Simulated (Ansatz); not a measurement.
Here is the system:

```xyz
4
Lattice="3.1267 0.0000 0.0000 -1.5634 2.7078 0.0000 0.0000 0.0000 5.2301" Properties=species:S:1:pos:R:3 pbc="T T T"
Ga     0.0000     1.8052     0.0079
Ga     1.5634     0.9026     2.6230
N      0.0000     1.8052     1.9534
N      1.5634     0.9026     4.5684
```

Calculation: r2SCAN with spin-orbit coupling, rigid bands (plane waves, PAW; Ansatz, a first-principles code). Condition of this run: biaxial stress in the c plane of 8 GPa (compression positive) (the target of the relaxation). Geometry: cell and atoms relaxed with PBEsol, then loaded as said.

Question: What conductivity effective mass do dilute electrons have at 300 K?

Answer: 0.22 (x), 0.22 (y), 0.178 (z) mₑ.

Question: Predict the hole conductivity mass (n e² τ/σ) at 300 K, by direction if it differs.

Answer: 1.12 (x), 1.12 (y), 2.1 (z) mₑ.

Question: And the band gap?

Answer: 2.41 eV at this level; semilocal functionals usually fall short of the measured gap.

Rigid bands, one relaxation time for all states, no polarons. Geometry: cell and atoms relaxed with PBEsol.
